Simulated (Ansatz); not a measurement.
Functionals compared on a constructed model of the (111) surface of germanium (in the relaxation 3 B–Ge bonds formed), (√3x√3)R30° B adatom at T4 (bottom of the slab: 3 H on 3 bottom sites), in Ansatz (plane waves, PAW). The structure was relaxed with PBE; the other rows are single points on it. Cutoff 420 eV (500 eV for r2SCAN).

Set-up: 28 atoms, 13.7 Å thick at the start with caps and adatoms (thin: gaps and levels are the slab's own); mesh 5x5x1; 0.025 eV smearing; dipole correction on; 6 atoms held, the rest relaxed; symmetry of the start imposed; no spin (no spin-polarised run to compare, though such a face may carry moments), no spin-orbit, no U. The slab shows no gap on its mesh. In PBE it is, or lies within 0.01 eV a 1x1 cell of, the lowest of the 2 structures of its composition computed so far; subsurface sites and larger cells were not tried. These notes are the PBE run's.

```tsv
functional	work function of the top face (eV)	rough cost of the single point
PBE	4.73	–
r2SCAN	4.93	roughly 3 core-minutes
```

Ansatz is a quantum-chemistry and plane-wave program.
